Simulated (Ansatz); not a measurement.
The starting structures come from a database of crystals and need not be the phases stable at ambient conditions.

 Where the default PAW files enter, the runs use the earlier of Ansatz's two default sets.

By PBEsol, the system below comes out a metal.

Without scattering a metal conducts by its projected Fermi surface.

```xyz
1
Lattice="3.2551 0.0000 0.0000 0.0000 3.9772 0.0000 1.6275 -1.9886 1.9886" Properties=species:S:1:pos:R:3 pbc="T T T"
Sn     0.0000     0.0000     0.0000
```

Space group of this cell: I4/mmm. The cell is strained (all lengths scaled by 0.98); by PBEsol its mean pressure is 1.5 GPa.

The current flows along the normal of the first two printed cell vectors, the (100) plane of the conventional cell. No spin-orbit coupling; the value is a mean over 0.1 eV about the Fermi level.

**Question.** Estimate the ballistic conductance per area that PBEsol run with Ansatz (a quantum-chemistry and plane-wave program) returns for this system.

**Answer.** 1.3 × 10¹⁵ S/m² for both spins.
